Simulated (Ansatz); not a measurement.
## Fluorite HfO₂ (high-temperature phase)

Calculation: r²SCAN (Ansatz, a first-principles code, plane waves, PAW).

Settings: plane-wave cutoff 500 eV, 12×12×1 k mesh (along the axes of the cell as run), gaussian smearing 0.02 eV, scalar-relativistic PAW data made under PBE.

Cell: relaxed at this level.

```yaml
ionisation_potential_of_the_slab: 7.15 eV
```

Note: symmetry holds this phase in the static calculation, where it need not be a minimum; held by symmetry at 0 K, a high-temperature phase can be a saddle point.

Spin–orbit coupling is not included.

The computed numbers hold no vibrational or temperature effects.

Computing time: about 28 core-minutes (a rough figure).
